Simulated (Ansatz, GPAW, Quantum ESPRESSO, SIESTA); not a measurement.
# Mg2ZnP2 (P1, 5 atoms in the cell) computed with different codes at matched settings

Self-consistent single point, at a second geometry (atoms moved at random). First geometry:

```yaml
crystal:
  lattice:
    - [4.10720, 0.00000, 0.00000]
    - [-2.05360, 3.55694, 0.00000]
    - [0.00000, 0.00000, 6.69570]
  atoms:
    - { symbol: Mg, position: [0.66667, 0.33333, 0.63415] }
    - { symbol: Mg, position: [0.33333, 0.66667, 0.99427] }
    - { symbol: Zn, position: [0.00000, 0.00000, 0.36142] }
    - { symbol: P, position: [0.00000, 0.00000, 0.76671] }
    - { symbol: P, position: [0.66667, 0.33333, 0.24345] }
```

Second geometry:
```
CELL_PARAMETERS angstrom
      4.10720     0.00000     0.00000
     -2.05360     3.55694     0.00000
      0.00000     0.00000     6.69570
ATOMIC_POSITIONS crystal
  Mg 0.67158 0.34366 0.63167
  Mg 0.34702 0.66182 0.99295
  Zn 0.00478 0.00618 0.36567
  P  0.98739 0.99114 0.76800
  P  0.65590 0.33054 0.24170
```

Shared settings, as Ansatz (a first-principles code) writes them: kpoints.mp_grid.grid = 6 6 4; scf.occupations.method = fixed. Potentials and cutoffs stand in the table.

| code | model | ΔF from the first geometry (meV/atom) | pressure (GPa) | largest force (eV/Å) | gap on the mesh (eV) | cutoff |
|---|---|---|---|---|---|---|
| GPAW | PBEsol, GPAW PAW datasets PBEsol (made by gpaw-setup) | 5.7 | -4.93 | 0.442 | 0.975 | 800 eV |
| SIESTA | GGA PBEsol, numerical atomic orbitals DZP, PseudoDojo PBEsol standard norm-conserving potentials (rewritten from UPF to PSML) | 6.6 | -5.15 | 0.490 | 1.058 | grid 400 Ry |
| Quantum ESPRESSO | PBEsol, SSSP 1.1.2 efficiency (PBE) pseudopotentials | 5.6 | -4.96 | 0.441 | 0.944 | 50 Ry |
| Ansatz | PBEsol, PAW files made with PBE | 5.7 | -4.99 | 0.439 | 0.967 | default |

Size of the force on each atom (eV/Å): Sizes of forces hide their directions.

```json
[
 {"code": "GPAW", "Mg1": "0.368", "Mg2": "0.109", "Zn3": "0.209", "P4": "0.442", "P5": "0.265"},
 {"code": "SIESTA", "Mg1": "0.443", "Mg2": "0.248", "Zn3": "0.251", "P4": "0.490", "P5": "0.183"},
 {"code": "Quantum ESPRESSO", "Mg1": "0.373", "Mg2": "0.110", "Zn3": "0.203", "P4": "0.441", "P5": "0.246"},
 {"code": "Ansatz", "Mg1": "0.365", "Mg2": "0.108", "Zn3": "0.209", "P4": "0.439", "P5": "0.269"}
]
```

Gaps are read on the mesh.

The spread over the programs that give each value: ΔF from the first geometry within 1.0 meV/atom; pressure within 0.22 GPa; largest force within 0.051 eV/Å; gap on the mesh within 0.114 eV.

SIESTA uses small atom-centred bases, whose incompleteness enters pressures, forces and empty levels differently from a plane-wave cutoff. Ansatz's pressure is given at a fixed set of plane waves, as the other plane-wave codes print theirs. In the force vectors, SIESTA (by 0.196) lies more than 0.08 eV/Å from the median of the plane-wave programs.

The starting cell comes from a database of computed structures (which also holds hypothetical and non-ambient phases and stackings), without a prior relaxation at this level. Its lattice was rescaled by a random factor within 2.5 % of one. For this run, on top of that: atoms moved at random.

Left out of this page: CP2K (unsound by tests on forces, stress, charge or solver warnings).

Keys are those of Ansatz 0.2.
